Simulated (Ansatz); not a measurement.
System: fluorite HfO₂ (high-temperature phase). Method: PBE-D4 in Ansatz (plane waves, PAW).

Settings: plane-wave cutoff 500 eV, 10×10×10 k mesh, gaussian smearing 0.02 eV, scalar-relativistic PAW data made under PBE.

Cell (relaxed at this level):

HfO2 has the cubic space group Fm-3m (No. 225), the fluorite structure, Pearson symbol cF12. Lattice parameters: a = 5.075 Å, b = 5.075 Å, c = 5.075 Å, α = 90.00°, β = 90.00°, γ = 90.00°. Hf on 4a is coordinated by 8 O at 2.197 Å (cubic). O on 8c is surrounded by 4 Hf at 2.197 Å (tetrahedral). (Neighbours: up to the widest gap in distance over summed covalent radii, below 1.35, at either atom; cation-cation and far metal-metal contacts left out.)
(The calculation used a cell of 3 atoms; values per cell refer to that cell.)

**Question.** Estimate the band gap that the calculation returns.

**Answer.** 
band gap: 3.78 eV (on the SCF k mesh)

Note: symmetry holds this phase in the static calculation, where it need not be a minimum; held by symmetry at 0 K, a high-temperature phase can be a saddle point.

Spin–orbit coupling is not included.

The result took about 8 core-seconds (a rough figure).

Ansatz is a program for electronic structure.
